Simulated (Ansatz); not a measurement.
Consider ScAl3 in the Cu3Au type structure (space group Pm-3m, No. 221; a = 4.106 Å).

Levels (all Ansatz, a quantum-chemistry and plane-wave program, PAW): PBE (420 eV, scalar-relativistic without spin-orbit coupling); r2SCAN (500 eV, scalar-relativistic without spin-orbit coupling).

The geometry is relaxed with PBE.

```
Quantity       Result
------------  -------
PBE pressure  0.0 GPa
```

With r2SCAN at the same geometry, the pressure goes from zero to -1.3 GPa.

Single points use the geometry relaxed with PBE. Their cutoffs differ, which shifts pressures a little. Whether these cells are dynamically stable was not tested. All final runs are without spin polarisation.
